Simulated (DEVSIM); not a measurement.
Structure: isotype n-n heterojunction Al0.35Ga0.65N/GaN, at 300 K.

Layer 1 from the left is Al0.35Ga0.65N, thickness (μm) 0.170, Nd (cm⁻³) 5.7e17, τn (s) 2.2e-9, τp (s) 2.2e-9. Layer 2 from the left is GaN, thickness (μm) 0.100, Nd (cm⁻³) 3e17, τn (s) 2.2e-9, τp (s) 2.2e-9.

Left contact: ohmic. Right contact: ohmic. Voltage is applied to the left contact. Recombination: SRH at mid-gap, radiative. Mobility is constant in doping.

The device is made up for the run: typed textbook-type constants, with dimensions and the other settings drawn at random. Values at 300 K.

Al0.35Ga0.65N: gap (eV) 4.137, affinity (eV) 3.605, permittivity 9.29, Nc (cm⁻³) 2.3e18, Nv (cm⁻³) 4.6e19, μn (cm²/Vs) 381, μp (cm²/Vs) 30, B (cm³/s) 1e-11. GaN: gap (eV) 3.43, affinity (eV) 4.1, permittivity 9.5, Nc (cm⁻³) 2.3e18, Nv (cm⁻³) 4.6e19, μn (cm²/Vs) 1200, μp (cm²/Vs) 100, B (cm³/s) 1e-11.

DEVSIM, 1D drift-diffusion, Boltzmann statistics, complete ionisation; no tunnelling, impact ionisation, image-force lowering or self-heating. Band offsets follow the typed affinities; no thermionic-emission limit at abrupt steps, no polarisation charge.

Question: What does the simulation give for the potential step across the device at zero bias, the dark forward voltage at 1 A/cm²?

Answer: potential step across the device at zero bias 0.512 V; dark forward voltage at 1 A/cm² 0.069 V.
